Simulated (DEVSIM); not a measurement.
Structure: Schottky contact on n-type GaAs, at 400 K.

| layer (left to right) | material | thickness (μm) | Nd (cm⁻³) | τn (s) | τp (s) |
|---|---|---|---|---|---|
| 1 | GaAs | 0.320 | 8.4e14 | 3.6e-9 | 3.6e-9 |

Left contact: Schottky, work function 5.06 eV, emission velocity 1.9e6 cm/s. Right contact: ohmic. Voltage is applied to the left contact. Recombination: SRH at mid-gap, Auger. Mobility is μmin + (μ − μmin)/(1 + (N/Nref)^α).

Constants are typed, rounded textbook-type inputs, not results; the design itself was drawn at random and stands for no fabricated device. Values at 300 K; Nc and Nv go as T^1.5, mobilities as T to minus their exponent, the gap by Varshni's rule with the affinity fixed.

```
parameter             GaAs
----------------  --------
gap (eV)             1.424
affinity (eV)         4.07
permittivity          12.9
Nc (cm⁻³)           4.7e17
Nv (cm⁻³)             9e18
μn (cm²/Vs)           8500
μp (cm²/Vs)            400
μn,min                 500
μp,min                  20
Nref,n                6e16
Nref,p              1.5e17
αn                    0.39
αp                    0.38
T exponent of μn       2.1
T exponent of μp       2.2
Cn (cm⁶/s)           1e-30
Cp (cm⁶/s)           1e-30
Varshni α (eV/K)  0.000541
Varshni β (K)          204
```

Simulated with DEVSIM: 1D drift-diffusion, Boltzmann statistics, complete ionisation; no tunnelling, impact ionisation, image-force lowering or self-heating. Metal contacts follow the ideal Schottky-Mott rule: no Fermi-level pinning, no interface dipoles.

Task: Tabulate band edges, carrier densities and field at -2.0 V on the left contact.

Result: Energies count from the Fermi level of the right contact; mesh points crowd at the junctions.

```
x (μm)    Ec (eV)  Ev (eV)  n (cm⁻³)  p (cm⁻³)  field (V/cm)
--------  -------  -------  --------  --------  ------------
0.000       2.990    1.613      1300    1.8e14        -88000
0.005364    2.943    1.565      1300    4.6e13        -88000
0.01174     2.887    1.509      1300    9.1e12        -88000
0.01770     2.834    1.457      1400    2.0e12        -88000
0.03032     2.724    1.346      1800    8.0e10        -88000
0.04140     2.627    1.249      3600     4.8e9        -88000
0.05176     2.536    1.159      6200     3.5e8        -87000
0.07370     2.344    0.967     12000   2500000        -87000
0.08884     2.212    0.835     16000   1200000        -87000
0.1110      2.020    0.643     22000   1000000        -87000
0.1373      1.793    0.415     29000    860000        -86000
0.1726      1.488    0.111     39000    660000        -86000
0.2005      1.249   -0.129     47000    500000        -86000
0.2240      1.048   -0.330     99000    370000        -85000
0.2473      0.849   -0.528     1.5e7    240000        -85000
0.2633      0.713   -0.665     7.6e8    140000        -85000
0.2768      0.598   -0.779    2.1e10     78000        -85000
0.2882      0.502   -0.876    3.5e11     57000        -85000
0.2995      0.406   -0.971    5.5e12     53000        -85000
0.3072      0.341   -1.037    3.7e13     53000        -84000
0.3138      0.285   -1.092    1.8e14     53000        -84000
0.3200      0.233   -1.144    8.4e14     53000        -84000
```
